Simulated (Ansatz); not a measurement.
Ansatz (a program for electronic structure), DFT, PBE, plane waves, its default PAW files: rock-salt MgO (Mg32O32), 64 atoms. Basis and mesh were picked for this test and aren't claimed converged.

- cell = 8.42, 8.42, 8.42 Å; 90, 90, 90°
- task = single point
- k mesh = 4×4×4
- hamiltonian.xc = pbe
- kind of files = paw
- scf.occupations.method = fixed
- output.forces = true
- memory maximum (--max-ram) = 200GiB
- accuracy = medium (default)
- basis.precision = auto (default)
- basis.xc_grid = 2 (default)
- scf.eigensolver.kind = auto (default)
- scf.mixing.algorithm = auto (default)
- scf.mixing.preconditioner = auto (default)
- scf.convergence.dr2_threshold = 5.97799e-07 (default)
- scf.lower_state_search = light (default)
- k-points after symmetry (base settings) = 10
- bands at the start (base settings) = 320
- electrons (base settings) = 512
- plane waves at Γ (base settings) = 11753
- cutoff (eV) (base settings) = 420
- FFT grid (base settings) = 60×60×60
- symmetry operations (base settings) = 1536

Machine: one whole node, Arm Neoverse V2, 96 cores on 1 socket, no SMT, 1 L3 cache group.

Each time is the median wall time of two to five repeats, run one at a time on the otherwise empty machine; start-up is included. Unless noted, each process is bound to its own block of adjacent cores. The build: release build for Arm (Neoverse V2), one process with threads; another build can shift the numbers. Scratch files lie in a memory file system.

All on 32 threads. Base settings, kept where nothing else is said: basis.fft_grid_basis = auto (default), crystal.symmetry.detect = auto (default) (kpoints.mp_grid.shift, scf.eigensolver.real_solve not set). The candidates, on 32 cores each, agree within 1.0 meV/atom in energy:
A. scf.eigensolver.real_solve = false
B. kpoints.mp_grid.shift = [0.5, 0.5, 0.5]
C. the base settings
D. crystal.symmetry.detect = false
E. basis.fft_grid_basis = typed

Question: Which choice gives the shortest wall time?

Answer: B (kpoints.mp_grid.shift = [0.5, 0.5, 0.5]), 2.4 s. At the other end D takes 9.0× as long.

```
candidate  wall time            repeats  SCF iterations
---------  ---------  -----------------  --------------
B              2.4 s  3 runs within 1 %               6
C              5.5 s  3 runs within 1 %               6
E              5.5 s  3 runs within 1 %               6
A              7.7 s  3 runs within 1 %               6
D               22 s  2 runs within 1 %               6
```

From the slowest to the fastest: The largest move is in band solves (diag): 18 s to 1.8 s. The band solves carry the change: the iterations make 140169 against 15265 applications of H to a band, at 0.13 against 0.12 ms of diag time each (k-points 36 to 4). What the program resolved moves too: eigensolver slots from 18 to 4. In the fastest run the program took: scf.mixing.algorithm MSR1, scf.mixing.preconditioner Resta, scf.eigensolver.kind band_cg, --slots 4, --kpoint-pools 1.

Keys are those of Ansatz 0.2.
